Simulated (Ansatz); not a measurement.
Amorphous cells of 8 compositions: the gap between the highest filled and lowest empty level at the zone centre, by PBE and by a single point of HSE06 on the same geometry (PBE, scalar-relativistic without spin-orbit coupling (plane waves to 420 eV, PAW; Ansatz, a quantum-chemistry and plane-wave program); exact exchange cut at the cells' faces). The networks come from melt-quench runs on the CHGNet potential at compositions and starting densities chosen by hand, with anions pushed apart in the CHGNet dynamics, and DFT then relaxed them. The cells are small and were quenched far faster than real films, so single cells scatter. Defect or tail levels can set these gaps. The rows are the first to finish with both values and no moments.

```tsv
cell	PBE gap x (eV)	HSE06 gap y (eV)
A (Si30N44Ge3, 3.23 g/cm3)	0.55	1.45
B (Si30N41Sc, 2.97 g/cm3)	0.84	1.92
C (Si30N44Zr3, 3.30 g/cm3)	1.61	2.83
D (Si30N44Hf3, 3.81 g/cm3)	1.91	withheld
E (Si30N42Mg3, 2.97 g/cm3)	2.04	3.28
F (Si30N41Li3, 2.93 g/cm3)	2.16	3.47
G (Si30N42Be3, 2.92 g/cm3)	2.50	3.85
H (Si30N41Lu, 3.24 g/cm3)	2.67	3.99
```

Q: Fit a straight line through the 7 full rows and predict the withheld value for D (Si30N44Hf3, 3.81 g/cm3).

A: Means: x = 1.767, y = 2.970. Slope = Σ(Δx Δy) / Σ(Δx²) = 4.692 / 3.947 = 1.19; the r.m.s. residual is 0.045. Prediction: 2.970 + 1.19 × (1.91 − 1.767) = 3.14. The run gave 3.11, 0.03 below the line.
